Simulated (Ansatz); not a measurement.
The parent structure is TiC in the rock salt structure (space group Fm-3m, No. 225; a = 4.3285 Å).

Calculations: Kohn–Sham DFT with the r2SCAN functional, run in Ansatz (a program for electronic structure) with PAW and 500 eV plane waves, no SOC, earlier PAW set.

Before the change:

| Property | Value |
|---|---|
| Lattice parameter a | 4.329 Å |

Now apply this change: Sn takes the place of C on all its sites, then cell and atoms are relaxed.

Estimate the effect on the lattice parameter a.

The lattice parameter a increases by 1.256 Å to 5.585 Å.

Stability against distortions was not tested. As relaxed here, TiSn is a hypothetical phase, not in the database extracts checked. All final runs are without spin polarisation.
